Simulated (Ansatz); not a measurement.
**A computed series for CsPbCl3: pressure series**

The reference is CsPbCl$_{3}$ in the cubic perovskite structure (space group Pm-3m, No. 221; a = 5.6188 Å).

Cell and atoms are relaxed at each pressure.

Computed with PBEsol (Ansatz, an electronic-structure program, PAW, without spin-orbit coupling).

Before the change:

The band gap is 1.83 eV.

Question: The aim is a band gap between 1.13 eV and 1.24 eV. Which of these changes reaches it?
A. pressure 1.8 GPa
B. pressure 4.2 GPa
C. pressure −1 GPa
D. pressure −2 GPa
E. pressure 9 GPa

Answer: B, pressure 4.2 GPa. It gives 1.17 eV; pressure 1.8 GPa gives 1.53 eV; pressure −2 GPa gives 2.22 eV; pressure 9 GPa gives 0.56 eV; pressure −1 GPa gives 2.02 eV. Changes not listed may reach it too

Spin-orbit coupling, missing from the scalar runs, can matter with Pb. Load acts through the strain it causes; cell and atoms are relaxed under it. No phonon test of stability was made. Competing high-pressure phases were not computed. Many cubic perovskites are stable only at high temperature; tilts and polar distortions were not tested. This is not the structure that CsPbCl3 has at room temperature and ambient pressure.
